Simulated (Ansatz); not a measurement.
## Response to strain in BN

Consider BN in the zinc blende structure (space group F-43m, No. 216).

```
CELL_PARAMETERS angstrom
      0.00000     1.80486     1.80486
      1.80486     0.00000     1.80486
      1.80486     1.80486     0.00000
ATOMIC_POSITIONS crystal
  B  0.00000 0.00000 0.00000
  N  0.25000 0.25000 0.25000
```

Cartesian axes are those of the cell as printed.

Strains are applied to the cell and any free atomic positions relax; under biaxial strain the out-of-plane vector relaxes too.

Calculations: Kohn–Sham DFT with the r2SCAN functional, run in Ansatz (a quantum-chemistry and plane-wave program) with PAW and 500 eV plane waves, no SOC.

Notes on the quantities. energy relative to the base: free energy F.

```csv
variant,energy relative to the base,ratio −ε⊥/ε∥,electron mass,band gap,smallest direct gap
base,0 meV/atom,–,"0.87 mₑ along k, 0.29 mₑ across (at X)",5.00 eV,9.59 eV
"biaxial strain −3.00 %, plane normal [001], relaxed out of plane",+33 meV/atom,0.42,"0.82 mₑ along k, 0.29 mₑ across (at X)",4.65 eV,9.58 eV
"biaxial strain −2.50 %, plane normal [001], relaxed out of plane",+22 meV/atom,0.42,"0.83 mₑ along k, 0.29 mₑ across (at X)",4.71 eV,9.58 eV
"biaxial strain −2.00 %, plane normal [001], relaxed out of plane",+14 meV/atom,0.42,"0.84 mₑ along k, 0.29 mₑ across (at X)",4.77 eV,9.58 eV
"biaxial strain −1.50 %, plane normal [001], relaxed out of plane",+7.9 meV/atom,0.42,"0.84 mₑ along k, 0.29 mₑ across (at X)",4.83 eV,9.58 eV
"biaxial strain −1.00 %, plane normal [001], relaxed out of plane",+3.5 meV/atom,0.43,"0.85 mₑ along k, 0.29 mₑ across (at X)",4.89 eV,9.58 eV
"biaxial strain −0.50 %, plane normal [001], relaxed out of plane",+0.9 meV/atom,–,"0.86 mₑ along k, 0.29 mₑ across (at X)",4.95 eV,9.59 eV
```

Masses are band curvatures over ±0.01 Å⁻¹ around the edge. Along k means along the line from Γ to the band edge. No phonon test of stability was made.
